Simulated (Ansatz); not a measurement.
Start from W in the fcc (Cu type) structure (space group Fm-3m, No. 225; a = 3.9976 Å). Axes: x, y, z lie along the cube axes.

Calculations: plane-wave PAW DFT at the PBEsol level (Ansatz, a first-principles code, 420 eV), without spin-orbit coupling.

Perturbation: a free-standing slab of 6 layers (6 atoms, 1 a layer) is cut normal to [111], with 15 Å of vacuum and the in-plane cell held at bulk.

Question: Estimate the effect on the excess energy per area of both faces.

Answer: The excess energy per area of both faces (slab less bulk energy over the cell's area: twice a surface energy) comes out as 5.9 J/m² (uncertain by up to 0.1 J/m²).

Question: Estimate the effect on the change of the spacing d12 from its bulk value of 2.308 Å.

Answer: The change of the spacing d12 from its bulk value of 2.308 Å amounts to +1.4 %.

Question: Estimate the effect on the change of the spacing d23 from its bulk value of 2.308 Å.

Answer: The change of the spacing d23 from its bulk value of 2.308 Å comes out as +0.8 %.

Slab and bulk use different k-meshes, which limits the precision of the excess energy. No phonon test of stability was made. The final runs are not spin-polarised. This is not the structure that W has at room temperature and ambient pressure.
